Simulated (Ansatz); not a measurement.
# TiN (Fm-3m): band-structure transport figures

Input:

```xyz
2
Lattice="0.0000 2.1067 2.1067 2.1067 0.0000 2.1067 2.1067 2.1067 0.0000" Properties=species:S:1:pos:R:3 pbc="T T T"
Ti     0.0000     0.0000     0.0000
N      2.1067     2.1067     2.1067
```

These are PBEsol, rigid bands (plane waves, PAW, scalar-relativistic; Ansatz, an electronic-structure program) values and carry that method's errors. Condition of this run: hydrostatic pressure -2 GPa (the target of the relaxation). Geometry: cell and atoms relaxed with PBEsol, then loaded as said.

```json
{
 "density of states at the Fermi level": "0.810 states/(eV·cell), both spins",
 "bare Sommerfeld coefficient": "0.95 mJ/(mol of atoms·K²)",
 "drude_plasma_energy": "7.9 eV",
 "root-mean-square Fermi velocity": "7.4e5 m/s",
 "resistivity times τ": "7.9 ×10⁻²² Ω·m·s"
}
```

A metal at this level (no band gap); rigid bands, thermally averaged at 300 K, both spins. Spin-orbit coupling is left out. τ is one relaxation time for all states.
